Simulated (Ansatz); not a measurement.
Consider Sr in the fcc (Cu type) structure (space group Fm-3m, No. 225; a = 6.100 Å).

The values are results of plane-wave PAW DFT at the r2SCAN level (Ansatz, a first-principles code, 500 eV), no SOC, not measurements.

Before the change:

```
Item               Result
---------------  --------
Volume per atom  56.74 Å³
Band gap             zero
```

It is then changed as follows: every Sr is replaced by Be, then cell and atoms are relaxed.

Tabulated Pauling electronegativity and covalent radius: Sr 0.95, 1.95 Å; Be 1.57, 0.96 Å.

Question: What happens to the volume per atom and band gap?

Answer: The volume per atom shrinks by 48.85 Å³, from 56.74 Å³ to 7.89 Å³; the band gap stays zero.

No phonon test of stability was made. As relaxed here, Be is a hypothetical phase, not in the database extracts checked.
